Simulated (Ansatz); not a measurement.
## Pressure series in AlBO3

Start from AlBO₃ (space group R-3c, No. 167; a = 4.4753 Å, c = 13.7376 Å (hexagonal axes)).

Cell and atoms are relaxed at each pressure.

All numbers come from PBEsol, PAW, 420 eV (Ansatz, a first-principles code; spin-orbit coupling left out).

```tsv
variant	band gap	electron mass	smallest direct gap	density
base	5.80 eV	–	5.94 eV	3.59 g/cm³
pressure −2 GPa	5.78 eV	1.0 mₑ along k, 0.87 mₑ across (off the special points)	5.91 eV	3.55 g/cm³
pressure −1 GPa	5.79 eV	–	5.92 eV	3.57 g/cm³
pressure 0.3 GPa	5.80 eV	–	5.94 eV	3.59 g/cm³
pressure 1.5 GPa	5.81 eV	1.0 mₑ along k, 0.93 mₑ across (off the special points)	5.95 eV	3.61 g/cm³
pressure 3 GPa	5.82 eV	1.1 mₑ along k, 0.96 mₑ across (off the special points)	5.96 eV	3.64 g/cm³
pressure 5 GPa	5.83 eV	1.1 mₑ along k, 0.99 mₑ across (off the special points)	5.97 eV	3.67 g/cm³
pressure 7.5 GPa	5.85 eV	1.1 mₑ along k, 1.0 mₑ across (off the special points)	5.98 eV	3.71 g/cm³
pressure 10 GPa	5.86 eV	1.00 mₑ (off the special points)	5.98 eV	3.75 g/cm³
```

Load acts through the strain it causes; cell and atoms are relaxed under it. Effective masses come from finite differences of ±0.01 Å⁻¹. Along k means along the line from Γ to the band edge. Whether these cells are dynamically stable was not tested. Competing high-pressure phases were not computed.
